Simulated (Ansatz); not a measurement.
The parent structure is AlAs in the wurtzite structure (space group P6_3mc, No. 186; a model cell, its experimental status unchecked).

```
CELL_PARAMETERS angstrom
      4.00332     0.00000     0.00000
     -2.00166     3.46698     0.00000
      0.00000     0.00000     6.58051
ATOMIC_POSITIONS crystal
  Al 0.66667 0.33333 0.99985
  Al 0.33333 0.66667 0.49985
  As 0.66667 0.33333 0.62535
  As 0.33333 0.66667 0.12535
```

Levels (all Ansatz, a program for electronic structure, PAW, earlier PAW set): PBEsol (420 eV, no SOC); HSE06 (420 eV, no SOC).

Its gap is 1.64 eV with PBEsol and 2.41 eV with HSE06.

Perturbation: every As is replaced by N, then cell and atoms are relaxed.

With PBEsol the gap becomes 4.10 eV.

Problem. If the HSE06 correction stayed the same, what would the HSE06 gap be, and what does the HSE06 run give?

Solution. A rigid correction of +0.77 eV gives 4.87 eV. The HSE06 run gives 5.54 eV, so the correction itself changes by +0.67 eV.

Single points use the geometry relaxed with PBEsol. The hybrid gap comes from the SCF mesh plus the semilocal run's edge points and a few special points and is an upper bound. Whether these cells are dynamically stable was not tested. This is not the structure that AlAs has at room temperature and ambient pressure.
